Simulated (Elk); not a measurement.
Worked example: self-consistent single point of Dy (P6_3/mmc, 2 atoms in the cell) in Elk.

Level of theory: PBE, all-electron FP-LAPW, Elk's shipped species files, APW+lo basis with extra local orbitals run with Elk 10.2.4.

The change in words: lattice scaled by 0.98. Reference geometry:
```xyz
2
Lattice="3.5660 0.0000 0.0000 -1.7830 3.0882 0.0000 0.0000 0.0000 5.4621" Properties=species:S:1:pos:R:3 pbc="T T T"
Dy     0.0000     2.0588     1.3655
Dy     1.7830     1.0294     4.0966
```
Moments meant for the start (each program seeds them in its own way; μB, in the order of the atoms Dy Dy): 5.0 5.0.

Reference input (self-consistent single point, DFT, PBE, all-electron FP-LAPW, Elk's shipped species files, APW+lo basis with extra local orbitals): xctype = 20; spinpol = true; rgkmax = 8; stype = 0; swidth = 0.00999582 Ha; ngridk = 7 7 4; reducebf = 0.7; tforce = true; gmaxvr = 18 1/bohr; lmaxapw = 10; lmaxo = 8; nxlo = 2. This run's input differs from it in these lines:

```diff
@@ -55,5 +55,5 @@
 avec
-    3.5659868086    0.0000002944    0.0000000000
-   -1.7829936593    3.0882350186    0.0000000000
-    0.0000000000    0.0000000000    5.4621230000
+    3.4946667692    0.0000003036    0.0000000000
+   -1.7473336475    3.0264700481    0.0000000000
+    0.0000000000    0.0000000000    5.3528810000
```

Log, with long lists cut:

```
│ Self-consistent loop started │
│ Loop number : 1 │
 total energy                :     -24039.9057767
 total moment                :    15.50783246
│ Loop number : 2 │
 total energy                :     -24051.4470670
 total moment                :    15.54923590
RMS change in Kohn-Sham potential (target) :    4.933222548     (  0.1000000000E-05)
Absolute change in total energy (target)   :    11.54129032     (  0.1000000000E-03)
│ Loop number : 3 │
 total energy                :     -24045.5540149
 total moment                :    15.20952307
RMS change in Kohn-Sham potential (target) :    4.806935174     (  0.1000000000E-05)
   [... lines left out ...]
│ Loop number : 198 │
 total energy                :     -24336.8200819
 total moment                :   -9.690023808
RMS change in Kohn-Sham potential (target) :   0.1338715333E-05 (  0.1000000000E-05)
Absolute change in total energy (target)   :   0.1261203921E-02 (  0.1000000000E-03)
│ Loop number : 199 │
 total energy                :     -24336.8190717
 total moment                :   -9.690069204
RMS change in Kohn-Sham potential (target) :   0.3188624921E-05 (  0.1000000000E-05)
Absolute change in total energy (target)   :   0.6948549999E-03 (  0.1000000000E-03)
│ Loop number : 200 │
Reached self-consistent loops maximum

Energies :
 Fermi                       :     0.283780392031
 xc effective B-field        :    -0.671939466546
 external B-field            :      0.00000000000
 total energy                :     -24336.8193642
 (external B-field energy excluded from total)

Density of states at Fermi energy :    302.4925356
 (states/Hartree/unit cell)

   [... lines left out ...]
Estimated indirect band gap :   0.1235371707E-03
Estimated direct band gap   :   0.8244055162E-03
   [... lines left out ...]

Moments :
 interstitial                :  -0.3213531994
 muffin-tins
  species :    1 (Dy)
   atom    1                 :   -4.684360981
   atom    2                 :   -4.684360981
 total in muffin-tins        :   -9.368721962
 total moment                :   -9.690075161

│ Self-consistent loop stopped │

Forces :
 species :    1 (Dy)
  atom :    1
   Hellmann-Feynman          :    -0.00000000    0.00000000    0.00000000
   IBS                       :     0.00000000   -0.00000000   -0.00000000
   total force               :     0.00000000   -0.00000000    0.00000000
   total magnitude           :     0.00000000
  atom :    2
   Hellmann-Feynman          :     0.00000000    0.00000000   -0.00000000
   IBS                       :    -0.00000000   -0.00000000    0.00000000
   total force               :    -0.00000000    0.00000000   -0.00000000
   total magnitude           :     0.00000000
```

The run ended unconverged after 200 iterations. 

The starting cell comes from a database of computed structures (which also holds hypothetical and non-ambient phases and stackings), without a prior relaxation at this level. Its lattice was rescaled by a random factor within 2.5 % of one. For this run, on top of that: lattice scaled by 0.98. Spin-orbit coupling is off. Values depend on the basis (sphere radii, cutoffs, local orbitals), which need not be converged.

Cost on one core of a shared machine: roughly 20 min.
